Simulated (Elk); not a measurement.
# A self-consistent single point of TiSi2 (Cmcm, 6 atoms in the cell) with Elk

Method of the run: PBE, all-electron FP-LAPW, Elk's shipped species files, default APW+lo basis (Elk 10.2.4).

Input as run:

```
tasks
  0

xctype
  20

rgkmax
  7.0

rmtscf
  0.96

stype
  0

swidth
  0.00734986

scale
  1.889726125

avec
    1.7756960000   -6.7998360000    0.0000000000
    1.7756960000    6.7998360000    0.0000000000
    0.0000000000    0.0000000000    3.5865610000

sppath
  './'

atoms
  2   : nspecies
  'Ti.in'   : spfname
  2   : natoms; atposl, bfcmt below
  0.8968800000  0.1031200000  0.7500000000    0.0 0.0 0.0
  0.1031200000  0.8968800000  0.2500000000    0.0 0.0 0.0
  'Si.in'   : spfname
  4   : natoms; atposl, bfcmt below
  0.5582500000  0.4417500000  0.7500000000    0.0 0.0 0.0
  0.4417500000  0.5582500000  0.2500000000    0.0 0.0 0.0
  0.2496900000  0.7503100000  0.7500000000    0.0 0.0 0.0
  0.7503100000  0.2496900000  0.2500000000    0.0 0.0 0.0

ngridk
  7 7 7
```

Log, with long lists cut:

```
│ Elk code version 10.2.4 │

All units are atomic (Hartree, Bohr, etc.)

│ Ground-state run starting from atomic densities │

Lattice vectors :
   3.355579121      -12.84982773       0.000000000
   3.355579121       12.84982773       0.000000000
   0.000000000       0.000000000       6.777618021

Unit cell volume      :    584.4829859
Brillouin zone volume :   0.4243925305

Muffin-tin inner radius fraction :   0.1000000000E-01

Nuclei treated as point charges

Species :    1 (Ti)
 parameters loaded from : Ti.in
 name : titanium
 nuclear charge    :   -22.00000000
 electronic charge :    22.00000000
 atomic mass :    87256.20310
 muffin-tin radius :    2.304000000
 number of radial points in muffin-tin :    497
 atomic positions (lattice), magnetic fields (Cartesian) :
   1 :   0.39688000  0.10312000  0.25000000    0.00000000  0.00000000  0.00000000
   2 :  -0.39688000 -0.10312000 -0.25000000    0.00000000  0.00000000  0.00000000

Species :    2 (Si)
 parameters loaded from : Si.in
 name : silicon
 nuclear charge    :   -14.00000000
 electronic charge :    14.00000000
 atomic mass :    51196.73454
 muffin-tin radius :    2.112000000
 number of radial points in muffin-tin :    397
 atomic positions (lattice), magnetic fields (Cartesian) :
   1 :   0.05825000  0.44175000  0.25000000    0.00000000  0.00000000  0.00000000
   2 :  -0.05825000 -0.44175000 -0.25000000    0.00000000  0.00000000  0.00000000
   3 :  -0.25031000 -0.24969000  0.25000000    0.00000000  0.00000000  0.00000000
   4 :   0.25031000  0.24969000 -0.25000000    0.00000000  0.00000000  0.00000000

Total number of atoms per unit cell :    6

Spin treatment :
 spin-unpolarised

Number of Bravais lattice symmetries :    8
Number of crystal symmetries         :    8
Crystal has inversion symmetry
Real symmetric eigensolver will be used

k-point grid :      7     7     7
k-point offset :    0.000000000       0.000000000       0.000000000
k-point set is reduced with full crystal symmetry group
Total number of k-points :       64

Muffin-tin radius times maximum |G+k| :    7.000000000
 using average radius
Maximum |G+k| for APW functions       :    3.216911765
Maximum (1/2)|G+k|²                   :    5.174260651
Maximum |G| for potential and density :    12.00000000
 potential will be trimmed for |G| > 2 gkmax
Constant for pseudocharge density :    7
Radial integration step length :    4

G-vector grid sizes :     54    54    27
Number of G-vectors :    17069

Maximum angular momentum used for
 APW functions                      :    8
 outer part of muffin-tin           :    6
 inner part of muffin-tin           :    1

Total nuclear charge    :   -100.0000000
Total core charge       :    60.00000000
Total valence charge    :    40.00000000
Total excess charge     :    0.000000000
Total electronic charge :    100.0000000

Effective Wigner radius, rₛ :    1.117449112

Number of empty states         :   24
Total number of valence states :   44
Total number of core states    :   60

Total number of local-orbitals :   42

Exchange-correlation functional :     20     0     0
 Perdew-Burke-Ernzerhof, Phys. Rev. Lett. 77, 3865 (1996)
 gradient requirement :    1
 generalised gradient approximation (GGA)

Smearing type :    0
 Gaussian
Smearing width :   0.7349860000E-02
Effective electronic temperature (K) :    2320.902224

Mixing type :    3
 Broyden mixing, J. Phys. A: Math. Gen. 17, L317 (1984)

Kohn-Sham potential initialised from atomic data

│ Self-consistent loop started │
│ Loop number : 1 │
 total energy                :     -2871.21278815
│ Loop number : 2 │
 total energy                :     -2871.29502326
RMS change in Kohn-Sham potential (target) :   0.5805551462     (  0.1000000000E-05)
Absolute change in total energy (target)   :   0.8223511391E-01 (  0.1000000000E-03)
│ Loop number : 3 │
 total energy                :     -2870.18387490
RMS change in Kohn-Sham potential (target) :   0.5249796531     (  0.1000000000E-05)
Absolute change in total energy (target)   :    1.090589582     (  0.1000000000E-03)
│ Loop number : 4 │
 total energy                :     -2870.37217365
RMS change in Kohn-Sham potential (target) :   0.2200842144     (  0.1000000000E-05)
Absolute change in total energy (target)   :   0.8434864705E-01 (  0.1000000000E-03)
│ Loop number : 5 │
 total energy                :     -2868.21843177
RMS change in Kohn-Sham potential (target) :   0.7460021701E-01 (  0.1000000000E-05)
Absolute change in total energy (target)   :    2.174829044     (  0.1000000000E-03)
│ Loop number : 6 │
 total energy                :     -2868.66449900
RMS change in Kohn-Sham potential (target) :   0.3503223189E-01 (  0.1000000000E-05)
Absolute change in total energy (target)   :   0.9764003329E-01 (  0.1000000000E-03)
│ Loop number : 7 │
 total energy                :     -2868.17594891
RMS change in Kohn-Sham potential (target) :   0.2069792907E-02 (  0.1000000000E-05)
Absolute change in total energy (target)   :   0.5129600970     (  0.1000000000E-03)
│ Loop number : 8 │
 total energy                :     -2868.14780615
RMS change in Kohn-Sham potential (target) :   0.1101486707E-02 (  0.1000000000E-05)
Absolute change in total energy (target)   :   0.1563827827     (  0.1000000000E-03)
│ Loop number : 9 │
 total energy                :     -2868.14661663
RMS change in Kohn-Sham potential (target) :   0.2554989215E-03 (  0.1000000000E-05)
Absolute change in total energy (target)   :   0.4028521557E-01 (  0.1000000000E-03)
│ Loop number : 10 │
 total energy                :     -2868.13802473
RMS change in Kohn-Sham potential (target) :   0.1067314901E-03 (  0.1000000000E-05)
Absolute change in total energy (target)   :   0.1866320056E-01 (  0.1000000000E-03)
│ Loop number : 11 │
 total energy                :     -2868.14528811
RMS change in Kohn-Sham potential (target) :   0.1810454166E-04 (  0.1000000000E-05)
Absolute change in total energy (target)   :   0.2597574155E-02 (  0.1000000000E-03)
│ Loop number : 12 │
 total energy                :     -2868.14554852
RMS change in Kohn-Sham potential (target) :   0.8817260220E-05 (  0.1000000000E-05)
Absolute change in total energy (target)   :   0.9098080022E-03 (  0.1000000000E-03)
│ Loop number : 13 │
 total energy                :     -2868.14549144
RMS change in Kohn-Sham potential (target) :   0.5293212808E-05 (  0.1000000000E-05)
Absolute change in total energy (target)   :   0.1703640310E-03 (  0.1000000000E-03)
│ Loop number : 14 │
 total energy                :     -2868.14529128
RMS change in Kohn-Sham potential (target) :   0.8797504092E-06 (  0.1000000000E-05)
Absolute change in total energy (target)   :   0.1575656015E-03 (  0.1000000000E-03)
│ Loop number : 15 │
 total energy                :     -2868.14527999
RMS change in Kohn-Sham potential (target) :   0.5313119909E-06 (  0.1000000000E-05)
Absolute change in total energy (target)   :   0.5067817256E-04 (  0.1000000000E-03)
Convergence targets achieved

│ Loop number : 16 │

Energies :
 Fermi                       :     0.368917541764
 sum of eigenvalues          :     -1619.87849510
 electron kinetic            :      2886.89616307
 core electron kinetic       :      2727.95010874
 Coulomb                     :     -5586.68332177
 Coulomb potential           :     -4289.17422992
 nuclear-nuclear             :     -438.015321274
 electron-nuclear            :     -6008.16177107
 Hartree                     :      859.493770573
 Madelung                    :     -3442.09620681
 xc potential                :     -217.600428246
 exchange                    :     -164.207796792
 correlation                 :     -4.15031037742
 total energy                :     -2868.14526587

Density of states at Fermi energy :    43.21689549
 (states/Hartree/unit cell)

Estimated indirect band gap :   0.9038812386E-03
 from k-point     15 to k-point     25
Estimated direct band gap   :   0.3649637447E-02
 at k-point     15

Charges :
 core                        :    60.00000000
 valence                     :    40.00000000
 interstitial                :    11.20523310
 muffin-tins (core leakage)
  species :    1 (Ti)
   atom    1                 :    20.29665186     (  0.1706675690E-08)
   atom    2                 :    20.29665186     (  0.1706675690E-08)
  species :    2 (Si)
   atom    1                 :    12.07916687     (  0.2107756465E-02)
   atom    2                 :    12.07916687     (  0.2107756465E-02)
   atom    3                 :    12.02156472     (  0.2080997642E-02)
   atom    4                 :    12.02156472     (  0.2080997642E-02)
 total in muffin-tins        :    88.79476690
 total calculated charge     :    99.99378570
 total charge                :    100.0000000
 error                       :   0.6214299764E-02

│ Self-consistent loop stopped │
```

The run converged in 16 iterations. The count includes the last loop, which Elk runs after its targets are met.

The starting cell comes from a database of computed structures (which also holds hypothetical and non-ambient phases and stackings), without a prior relaxation at this level. Its lattice was rescaled by a random factor within 2.5 % of one. Spin polarisation is off. Values depend on the basis (sphere radii, cutoffs, local orbitals), which need not be converged. The log's line on a gap gives a spacing of levels on this mesh, which the program prints for metals too.

Cost on one core of a shared machine: roughly 60 s.
